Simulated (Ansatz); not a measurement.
```yaml
crystal:
  lattice:
    - [5.87207, 0.00000, 0.00000]
    - [0.00000, 5.87207, 0.05050]
    - [0.00000, 0.05050, 5.87207]
  atoms:
    - { symbol: Cs, position: [0.00000, 0.00000, 0.00000] }
    - { symbol: Pb, position: [0.50000, 0.50000, 0.50000] }
    - { symbol: Br, position: [0.00000, 0.50000, 0.50000] }
    - { symbol: Br, position: [0.50000, 0.50000, 0.00000] }
    - { symbol: Br, position: [0.50000, 0.00000, 0.50000] }
```

No spin polarisation.

Computed with Kohn–Sham DFT with the PBEsol functional, run in Ansatz (a quantum-chemistry and plane-wave program) with PAW and 420 eV plane waves, no spin-orbit coupling. k-mesh 6×6×6 (Γ-centred); smearing 0.05 eV (Fermi–Dirac).

Problem. Predict the gap character.

Solution. Direct at T.

Problem. Estimate the band gap.

Solution. 1.40 eV.

Problem. What stress (xx, yy, zz, yz, xz, xy; compression positive) does the calculation give?

Solution. (0.00, 0.00, 0.00, -0.07, 0.00, 0.00) GPa.

With Pb present, leaving out spin-orbit coupling can change the band edges. The cells carry an imposed strain or load. Whether these cells are dynamically stable was not tested. The cell was made from CsPbBr₃ in the cubic perovskite structure (space group Pm-3m, No. 221) by this change: tensor shear ε_yz = +0.86 %. Many cubic perovskites are stable only at high temperature; tilts and polar distortions were not tested. This is not the structure that CsPbBr3 has at room temperature and ambient pressure.
